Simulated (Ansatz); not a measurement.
Functionals compared on the (32-52) surface of hcp Ti in its 1x1 cell, outermost plane spacing 0.19 Å in the ideal cut, in Ansatz (plane waves, PAW). The structure was relaxed with PBE; the other rows are single points on it. Cutoff 420 eV (500 eV for r2SCAN).

Model: 38-atom slab, 10.4 Å thick at the start (thin: gaps and levels are the slab's own), 7x4x1 mesh, Fermi-Dirac 0.1 eV, dipole correction, all atoms relaxed; symmetry of the start imposed; no spin, no spin-orbit, no U. These notes are the PBE run's.

| functional | work function of the top face (eV) | rough cost of the single point |
|---|---|---|
| PBE | 3.48 | – |
| LDA | 3.70 | around 9 core-minutes (rough) |
| PBEsol | 3.54 | around 9 core-minutes (rough) |
| RPBE | 3.35 | very roughly 11 core-minutes |
| r2SCAN | … | roughly 22 core-minutes |

### Question
What belongs in the gaps?

### Answer

- r2SCAN, work function of the top face (eV): 3.48

Ansatz is a program for electronic structure.
